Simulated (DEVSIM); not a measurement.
Device: Pd/Al2O3/n-Si capacitor, at 300 K.

```tsv
layer (left to right)	material	thickness (nm)	Nd (cm⁻³)
1	Al2O3	9.40	-
2	Si	6200	8.7e15
```

Metal gate on the left, work function 5.2 eV. Fixed charge at the semiconductor interface -9.3e11 cm⁻² (in units of +e); no interface traps.

The device is made up for the run: typed textbook-type constants, with dimensions and the other settings drawn at random. Values at 300 K.

```csv
parameter,Al2O3,Si
gap (eV),6.8,1.124
affinity (eV),1.35,4.05
permittivity,9,11.7
Nc (cm⁻³),-,2.86e19
Nv (cm⁻³),-,3.1e19
```

Simulated with DEVSIM: 1D Poisson equation in equilibrium, Boltzmann statistics, complete ionisation; no quantum confinement or tunnelling. Metal contacts follow the ideal Schottky-Mott rule: no Fermi-level pinning, no interface dipoles.

Problem. Tabulate band edges, carrier densities and field at 0.4 V on the gate.

Solution. Energies count from the Fermi level of the right contact; mesh points crowd at the junctions.

```
x (μm)    Ec (eV)  Ev (eV)  n (cm⁻³)  p (cm⁻³)  field (V/cm)
--------  -------  -------  --------  --------  ------------
0.000       3.450   -3.350     < 1e2     < 1e2        130000
0.001378    3.468   -3.332     < 1e2     < 1e2        130000
0.003976    3.503   -3.297     < 1e2     < 1e2        130000
0.007189    3.546   -3.255     < 1e2     < 1e2        130000
0.009366    3.574   -3.226     < 1e2     < 1e2        120000
0.01086     0.869   -0.255     73000    1.6e15        -41000
0.01435     0.854   -0.270    130000    9.2e14        -41000
0.02692     0.804   -0.320    890000    1.3e14        -39000
0.05183     0.711   -0.413     3.3e7    3.5e12        -36000
0.1100      0.526   -0.598    4.2e10     2.7e9        -28000
0.2455      0.270   -0.854    8.4e14    140000        -10000
0.7593      0.209   -0.915    8.7e15     13000           ≈ 0
1.761       0.209   -0.915    8.7e15     13000           ≈ 0
3.846       0.209   -0.915    8.7e15     13000           ≈ 0
5.438       0.209   -0.915    8.7e15     13000           ≈ 0
5.879       0.209   -0.915    8.7e15     13000           ≈ 0
6.069       0.209   -0.915    8.7e15     13000           ≈ 0
6.150       0.209   -0.915    8.7e15     13000           ≈ 0
6.191       0.209   -0.915    8.7e15     13000           ≈ 0
6.202       0.209   -0.915    8.7e15     13000           ≈ 0
6.207       0.209   -0.915    8.7e15     13000           ≈ 0
6.209       0.209   -0.915    8.7e15     13000           ≈ 0
```
